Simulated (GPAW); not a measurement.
A self-consistent single point of TiP (P6_3/mmc, 4 atoms in the cell) with GPAW.

Computed with LDA (Perdew-Wang 92), GPAW PAW datasets LDA (gpaw-data 1.0.1) (plane waves; GPAW).

```xyz
4
Lattice="4.2339 0.0000 0.0000 -2.1170 3.6667 0.0000 0.0000 0.0000 4.8709" Properties=species:S:1:pos:R:3 pbc="T T T"
Ti     2.1170     1.2222     3.6532
Ti     0.0000     2.4445     1.2177
P      0.0000     2.4445     3.6532
P      2.1170     1.2222     1.2177
```

Reference input (self-consistent single point, DFT PBEsol, plane waves, GPAW PAW datasets PBEsol (made by gpaw-setup)): mode = pw; ecut = 800 eV; xc = PBEsol; kpts = 9 9 7; mesh shift (steps) = 0 0 0; occupations.name = fermi-dirac; occupations.width = 0.1 eV; nbands = -8; convergence.forces = 0.001 eV/Å; symmetry.symmorphic = false; symmetry.tolerance = 0.0005; maxiter = 120. This run's input differs from it in these lines:

```diff
@@ -15,3 +15,3 @@
 calc = GPAW(mode=PW(800),
-            xc='PBEsol',
+            xc='LDA',
             kpts=(9, 9, 7),
```

Its files differ too (potentials: GPAW PAW datasets LDA (gpaw-data 1.0.1)).

Output, abridged:

```
     iter     time        total  log10-change:
                         energy   eigst   dens  force
iter:   1 --:--:--   -31.492561
iter:   2 --:--:--   -31.395322   -0.55  -1.14
iter:   3 --:--:--   -30.834458   -0.68  -1.17
iter:   4 --:--:--   -30.837763   -1.87  -1.43
iter:   5 --:--:--   -30.898523   -1.19  -1.42
iter:   6 --:--:--   -30.791343   -1.08  -1.74
iter:   7 --:--:--   -30.776065   -1.94  -1.98
iter:   8 --:--:--   -30.757833   -2.80  -2.15
iter:   9 --:--:--   -30.755311   -2.93  -2.55
iter:  10 --:--:--   -30.755353c  -3.08  -2.81
iter:  11 --:--:--   -30.755217c  -3.99  -3.36
iter:  12 --:--:--   -30.755043c  -4.85  -3.46
iter:  13 --:--:--   -30.755989c  -3.65  -3.60
iter:  14 --:--:--   -30.755031c  -3.92  -3.01
iter:  15 --:--:--   -30.755029c  -4.50  -4.19c
iter:  16 --:--:--   -30.755083c  -5.39  -3.98
iter:  17 --:--:--   -30.755097c  -5.86  -3.98
iter:  18 --:--:--   -30.755069c  -6.21  -3.87
iter:  19 --:--:--   -30.755048c  -5.72  -4.14c
iter:  20 --:--:--   -30.755050c  -6.59  -5.35c
iter:  21 --:--:--   -30.755050c  -7.13  -5.31c
iter:  22 --:--:--   -30.755049c  -7.43c -5.26c
iter:  23 --:--:--   -30.755049c  -7.94c -5.18c -17.45c
Converged after 23 iterations.

Dipole moment: (-0.000000, -0.000000, 0.000000) |e|*Ang

Energy contributions relative to reference atoms: (reference = -64893.109734)

Kinetic:        +26.587815
Potential:      -26.422230
External:        +0.000000
XC:             -30.758637
Entropy (-ST):   -0.114744
Local:           -0.104626
SIC:             +0.000000
--------------------------
Free energy:    -30.812422
Extrapolated:   -30.755049

Showing only first 2 kpts
 Kpt  Band  Eigenvalues  Occupancy
  0    15      6.13797    1.99307
  0    16      6.13802    1.99307
  0    17      6.68105    1.11486
  0    18      7.35873    0.00287

  1    15      5.74625    1.99986
  1    16      6.37333    1.92940
  1    17      6.37337    1.92937
  1    18      7.90229    0.00001

Fermi level: 6.70412

No gap
No difference between direct/indirect transitions
Energy (eV): -30.755049

Forces in eV/Ang:
  0 Ti    0.00000    0.00000    0.00000
  1 Ti   -0.00000    0.00000    0.00000
  2 P     0.00000    0.00000    0.00000
  3 P     0.00000    0.00000   -0.00000

Stress tensor:
     0.033480     0.000000     0.000000
     0.000000     0.033480     0.000000
     0.000000     0.000000     0.042539
Stress (GPa, Voigt): [5.3641 5.3641 6.8155 0.     0.     0.    ]
```

The run converged in 23 iterations. GPAW prints stress with tension positive. Against the reference run the pressure goes from -3.11 to -5.85 GPa.

The starting cell comes from a database of computed structures (which also holds hypothetical and non-ambient phases and stackings), without a prior relaxation at this level. Spin polarisation is off, so a magnetic state, if there is one, cannot be reached. With a pressure of about -6 GPa the cell is away from its equilibrium volume at this level.

Cost on one core of a shared machine: roughly 90 s.
